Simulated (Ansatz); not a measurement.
## Ansatz run on NiRh (R3m, 2 atoms in the cell): self-consistent single point

Method of the run: LDA (PW92), default PAW files made with PBE (plane waves; Ansatz, a program for electronic structure).

Input:

Ansatz 0.2 input:
```yaml
# NiRh
crystal:
  lattice:
    - [1.31807200, 0.76098900, 4.12404200]
    - [-1.31807200, 0.76098900, 4.12404200]
    - [0.00000000, -1.52197900, 4.12404200]
  atoms:
    - { symbol: Ni, position: [0.00404100, 0.00404100, 0.00404100] }
    - { symbol: Rh, position: [0.50000000, 0.50000000, 0.50000000] }
basis:
  ecutwfc: 30.9 Ry
kpoints:
  mp_grid:
    grid: [14, 14, 14]
hamiltonian:
  xc: lda
  pseudopotentials:
    kind: paw
scf:
  occupations:
    method: gaussian
    width: 0.0073 Ry
output:
  forces: true
  eigenvalues: true
  stress: true
```

Output (repeated stretches shortened):

```
WARN ansatz: RAYON_NUM_THREADS=1 ignored (pool sized by the plan → 1); use --threads N
basis.fft_grid_basis auto: the FFT boxes are laid along the combinations [[1, 0, -1], [0, 1, -1], [0, 0, 1]] of the cell's own vectors, 2.636, 2.636 and 4.396 …
Pseudopotentials: kind: paw
Pseudopotential: Ni, paw, valence charge 18
Pseudopotential: Rh, paw, valence charge 17
Crystal: 2 atoms, lattice volume = 24.819 Å³
Basis set: ecut = 420.4159175005146 eV, 493 PW (Γ), FFT grids on a1−a3, a2−a3, a3
Bands: 22, of which v1, the nominal top of the filled ones, is band 18 counted from 1 (17 counted from 0)
Symmetry: 6 space group operations
Space group: R3m (ITA 160), of the structure as read, at distance tolerance 2.9e-5 Å
k-points: 288 of 2744 (time reversal used)
PAW frozen core: Ni, regenerated for the run's functional, and the local potential with it
PAW frozen core: Rh, regenerated for the run's functional, and the local potential with it
Initial density: superposition of atomic densities (neutral atoms: chi_scale 0, normalization atom), corrected by the library's trained network
Initial wavefunctions: pseudopotential atomic-orbital guess
Eigensolver: davidson
Functional: x = slater, c = lda
SCF iter   1: F=—  HF=-12051.831797 eV  |F-HF|=—  |Δ(HF+E_count)|=         —  Δρ=1.67e-2  dr2=4.18e-2  ethr=1.77e-3  ⟨swp⟩=4.9  Hψ=24222  notcnv=0
all-band conjugate gradients solve this SCF's bands
preconditioner: auto → none
SCF iter   2: F=—  HF=-12051.826277 eV  |F-HF|=—  |Δ(HF+E_count)|=   5.52e-3  Δρ=1.16e-2  dr2=5.59e-2  ethr=1.20e-4  ⟨swp⟩=2.6  Hψ=12732  notcnv=0  defer=18
SCF iter   3: F=—  HF=-12051.822075 eV  |F-HF|=—  |Δ(HF+E_count)|=   4.20e-3  Δρ=4.91e-3  dr2=7.18e-3  ethr=1.20e-4  ⟨swp⟩=1.0  Hψ=6295  notcnv=0  defer=18
SCF iter   4: F=—  HF=-12051.821566 eV  |F-HF|=—  |Δ(HF+E_count)|=   5.08e-4  Δρ=1.01e-3  dr2=5.86e-5  ethr=2.05e-5  ⟨swp⟩=1.0  Hψ=6295  notcnv=0  defer=18
SCF iter   5: F=—  HF=-12051.821569 eV  |F-HF|=—  |Δ(HF+E_count)|=   2.42e-6  Δρ=1.89e-4  dr2=1.02e-5  ethr=1.67e-7  ⟨swp⟩=2.0  Hψ=10747  notcnv=0  defer=18
SCF iter   6: F=—  HF=-12051.821567 eV  |F-HF|=—  |Δ(HF+E_count)|=   1.98e-6  Δρ=6.32e-5  dr2=1.63e-6  ethr=2.91e-8  ⟨swp⟩=2.0  Hψ=9013  notcnv=0  defer=18
SCF iter   7: F=-12051.821566 eV  HF=-12051.821566 eV  |F-HF|=1.39e-8  |Δ(HF+E_count)|=   4.12e-7  Δρ=1.85e-5  dr2=3.26e-8  ethr=2.86e-10  ⟨swp⟩=4.2  Hψ=27305  notcnv=0
SCF 1 converged in 7 iterations: F = -12051.821566 eV  dr2 = 3.26e-8
SCF converged after 7 iterations
Free energy (F): -12051.821566 eV
Harris-Foulkes:  -12051.821566 eV  (|F-HF|=1.39e-8)
Internal energy: -12051.802747 eV  (E = F + TS)
E sigma→0 (E₀):  -12051.812157 eV
Entropy (-TS):   -0.018820 eV (-9.410 meV/atom)
Fermi energy:    19.884323 eV
--- Per-component energies (eV) ---
  E_band       = -372.755686
  E_kinetic    = 856.466468
  E_local      = -5113.225672  (includes V_loc(G=0)·N_el)
  E_nonlocal   = 999.864861
  E_hartree    = 2036.171509
  E_xc         = -305.073175
  E_vxc        = -387.487473  (∫ρ·V_xc dr)
  E_paw        = -5027.523384  (= ΣΔE_a)
  E_vpaw       = -800.720864  (= ΣTr[D̂ρ^β])
  E_aug_tail   = 0.001161  (compensation charges beyond the density's cutoff)
  E_ewald      = -5499.541116
  E_core_change = 1.056603  (= ΣΔE_core)
  E_smearing   = -0.018820  (= −TS)
  E_closure    = -0.000000  (closes the sum)
  Σ components = -12051.821566   (vs F -12051.821566, Δ=0.00e0)
--- Forces (eV/Å), atoms counted from 1 ---
  atom   1  Ni     0.00000000     0.00000002    -0.45911549
  atom   2  Rh     0.00000000    -0.00000002     0.45883701
  max |Σ_I F_I| component: 2.78e-4 eV/Å
--- Stress (GPa, compression-positive) ---
      -12.887959       0.000000      -0.000000
        0.000000     -12.887959      -0.000000
       -0.000000      -0.000000     -10.602783
  P = ⅓ Tr σ = -12.1262 GPa (-121.262 kbar)
  The stress holds the Pulay correction. Without it, at fixed plane waves, as pw.x and ABINIT print it: P = -12.2204 GPa
--- Band table (eV; the first three rows and the last of 288) ---
  k-point 0: bands = ["-82.3422", "-58.7382", "-43.3227", "-43.0415", "-43.0415", "-26.6135", "-26.3463", "-26.3463", "11.4765", "14.2606", "16.8092", "16.8092", "17.7186", "17.7186", "17.8876", "19.0356", "19.0356", "20.2822", "20.2822", "20.6234", [...]
  k-point 1: bands = ["-82.3417", "-58.7334", "-43.3221", "-43.0460", "-43.0426", "-26.6089", "-26.3814", "-26.3546", "11.6567", "14.4004", "16.7080", "16.9358", "17.6044", "17.7607", "17.9273", "18.9647", "19.0580", "19.3306", "20.2315", "21.7624", [...]
  k-point 2: bands = ["-82.3403", "-58.7200", "-43.3204", "-43.0586", "-43.0458", "-26.5960", "-26.4793", "-26.3778", "12.1746", "14.7773", "16.4644", "17.2417", "17.2819", "17.8909", "18.0294", "18.4675", "18.8687", "19.1345", "20.0904", "23.1156", [...]
  k-point 287: bands = ["-82.3422", "-58.7385", "-43.3207", "-43.0415", "-43.0415", "-26.6216", "-26.3466", "-26.3466", "13.3879", "13.8466", "16.7501", "17.0995", "17.0995", "17.7502", "18.2613", "18.2613", "18.8492", "18.8492", "19.3712", [...]
```

The run converged in 7 iterations.

The starting cell comes from a database of computed structures (which also holds hypothetical and non-ambient phases and stackings), without a prior relaxation at this level. Its lattice was rescaled by up to half a per cent. One atom was moved a little off its site on purpose. Spin polarisation is off. With a pressure of about -12 GPa the cell is away from its equilibrium volume at this level. Ansatz's pressure includes its estimate of the finite-basis (Pulay) stress.
